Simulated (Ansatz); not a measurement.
Ansatz (a quantum-chemistry and plane-wave program) is run on La₂Mg (P1, 6 atoms in the cell), and the run fails. The aim is a self-consistent single point with DFT, PBEsol, plane waves, default PAW files made with PBE.

Cell that was meant: a = 6.5144 Å, b = 6.5144 Å, c = 8.9169 Å, α = 109.55°, β = 109.55°, γ = 33.37°.

Part of the input:

```yaml
    - [6.240060, 1.870610, 0.000000]
    - [-3.114705, 0.000000, 8.355232]
  atoms:
    - { symbol: La, pos: [0.683832, 0.645779, 0.116275] }
    - { symbol: La, position: [0.327752, 0.329981, 0.880952] }
    - { symbol: La, position: [0.973213, 0.996929, 0.259565] }
    - { symbol: La, position: [0.020293, 0.020775, 0.743964] }
```

Output (repeated stretches shortened):

```
Error: YAML parse error: error: line 8 column 21: unknown field `pos`, expected one of symbol, position, position_ang, spin, spin_axis, wyckoff
  --> <input>:8:21
   |
 6 |     - [-3.114705, 0.000000, 8.355232]
 7 |   atoms:
 8 |     - { symbol: La, pos: [0.683832, 0.645779, 0.116275] }
   |                     ^ unknown field `pos`, expected one of symbol, position, position_ang, spin, spin_axis, wyckoff
 9 |     - { symbol: La, position: [0.327752, 0.329981, 0.880952] }
10 |     - { symbol: La, position: [0.973213, 0.996929, 0.259565] }
   |
```

### Question
Read the log: what does the program object to, and what is the fix?

### Answer
The program does not know the word pos. To fix it, write position. The program stopped before any SCF iteration.

The sound input it was made from differs as follows (other fixes are possible):
```diff
-    - { symbol: La, pos: [0.683832, 0.645779, 0.116275] }
+    - { symbol: La, position: [0.683832, 0.645779, 0.116275] }
```

With that input, the run converged in 8 iterations: free energy E − TS (on the zero of these files) -28469.3005 eV; Fermi level (on the code's own zero) 9.49 eV; pressure -1.64 GPa; largest force (vector length) 0.186 eV/Å (DFT, PBEsol, plane waves, default PAW files made with PBE).

On the sound input: the starting cell comes from a database of computed structures (which also holds hypothetical and non-ambient phases and stackings), without a prior relaxation at this level. Its atoms were displaced at random from the sites of space group no. 12. Ansatz's pressure includes its estimate of the finite-basis (Pulay) stress.
